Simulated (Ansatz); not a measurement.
# MgS: energy against strain

MgS (rock salt, Fm-3m, 17.394 Å³/atom at rest) under an equal strain ε in the (001) plane with the normal axis free, as in a coherent film. PBEsol in Ansatz, a plane-wave DFT program (PAW, default set), 420 eV, 11×11×11 Γ-centred mesh, Fermi-Dirac smearing 0.05 eV; ions are relaxed within the symmetry of each cell.

Here s stands for strain and y for E less E0.

```
strain (%)  E less E0 (meV/atom)
----------  --------------------
-3.00                          ?
-1.50                       4.45
-1.00                       1.94
-0.50                       0.47
0.00                        0.00
0.50                        0.46
1.00                        1.79
1.50                        3.94
```

The 7 complete rows are fitted with a parabola, y against s. Least squares gives y = 0.000 - 0.1314·s + 1.8648·s². Residuals (row less fit): 0.057, -0.056, -0.062, 0.000, 0.059, 0.057, -0.059; standard error 0.071 (degrees of freedom: 4). Twice the quadratic coefficient over the volume, 2 × 1.8648 meV × 10⁴ × 0.1602 / 17.394 Å³, is twice the biaxial elastic modulus of this plane = 344 ± 6 GPa.

Q: What does the fit predict for y at s = -3.00, and how far is the calculated value from it?

A: y = 0.000 - 0.1314 × (-3.0) + 1.8648 × (-3.0)² = 17.177 meV/atom. The calculation gives 18.94 meV/atom, 1.763 meV/atom above the prediction (9.3 % of the range of y in the table). The row lies outside the fitted rows, so this is an extrapolation. From the scatter of the fitted rows alone, a prediction at this place has a standard error of 0.273 meV/atom, so the miss is 6.5 times that.

One order more, fitted to all 13 runs of the series, follows each within 0.02, so the miss is the next term of a smooth law. Rows are the converged runs of the series near zero and its far end; series whose fitted rows scatter by over a few per cent of the range, as at a crossing or softening among them, aren't shown in this form. Most that stay on the fit to the last digits aren't either.
